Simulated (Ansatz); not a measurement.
What electrons 2.0×10^22 cm⁻³ does to BeS

The reference is BeS in the zinc blende structure (space group F-43m, No. 216; a = 4.869 Å).

Now apply this change: 0.577 electrons added to each cell, a density of 2.0×10^22 cm⁻³, with a uniform compensating background at fixed cell and a 300 K Fermi–Dirac width.

Level of theory: r2SCAN/PAW in Ansatz (a first-principles code), no SOC. Settings: 27×27×27 k-points, 0.0259 eV Fermi–Dirac smearing.

The gap between the host's bands falls by 0.29 eV to 3.30 eV and the gap character is still indirect, Γ → X. The Fermi level relative to the doped band's edge (positive inside the band; to 0.05 eV) comes out as +2.05 eV.

Carriers are added with a uniform compensating background; total energy and stress of such cells depend on the potential's zero and are not compared; many-body gap narrowing is missing at this level. Gaps are read on the SCF mesh and a high-symmetry path. Whether these cells are dynamically stable was not tested.
